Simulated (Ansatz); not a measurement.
The starting structures come from a database of crystals and need not be the phases stable at ambient conditions.

Crystal: LaF₃ (P6_3/mmc, not sure to be the ambient phase, 8 atoms a cell, 13.7 Å³ an atom); planes in its conventional cell.

These are r2SCAN (plane waves, PAW; Ansatz, a first-principles code) values and carry that method's errors.

The gap is the functional's own. No spin-orbit coupling. Mid-gap values are interpolated on the energy grid.

```tsv
plane	area of the cell (Å²)	mid-gap κ (1/Å)	largest κ in the gap (1/Å)
(110)	52.7	0.57	0.57
(001)	14.9	?	?
```

Q: The slowest decay depends on the direction. Supply the withheld values.

A: 
- (001), mid-gap κ (1/Å): 0.49
- (001), largest κ in the gap (1/Å): 0.51
